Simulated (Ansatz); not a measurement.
The reference is W in the bcc (W type) structure (space group Im-3m, No. 229; relaxed with 0.1 eV smearing).

```
W
1.0
   -1.56765     1.56765     1.56765
    1.56765    -1.56765     1.56765
    1.56765     1.56765    -1.56765
W
1
Direct
  0.00000   0.00000   0.00000
```

The values are results of LDA (Ansatz, a first-principles code; PAW; 420 eV plane waves; spin-orbit coupling left out), not measurements.

For the base:

| Quantity | Value |
|---|---|
| Pressure | 0.0 GPa |

Modification: an isotropic linear strain of −2.00 %, atoms relaxed at fixed cell.

### Question
Predict the new energy relative to the base and pressure.

### Answer
The energy increases by 62 meV/atom; the pressure goes from zero to 23.0 GPa.

Whether these cells are dynamically stable was not tested. All final runs are without spin polarisation.
